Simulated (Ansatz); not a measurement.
Consider Y in the hcp (Mg type) structure (space group P6_3/mmc, No. 194; relaxed with 0.1 eV smearing).

```yaml
crystal:
  lattice:
    - [3.65235, 0.00000, 0.00000]
    - [-1.82617, 3.16303, 0.00000]
    - [0.00000, 0.00000, 5.70294]
  atoms:
    - { symbol: Y, position: [0.66667, 0.33333, 0.75000] }
    - { symbol: Y, position: [0.33333, 0.66667, 0.25000] }
```

Cartesian axes are those of the cell as printed.

Calculations: PBE (Ansatz, an electronic-structure program, PAW, no spin-orbit coupling).

Before the change:

```
Item        Value
--------  -------
Pressure  0.0 GPa
```

The change: the cell is compressed by 1.00 % along z with no lateral relaxation; the atoms relax in the strained cell.

Task: How does this affect the pressure?

Result: The pressure (mean of the normal stresses, compression positive) goes from zero to 0.4 GPa.

Stability against distortions was not tested. All final runs are without spin polarisation.
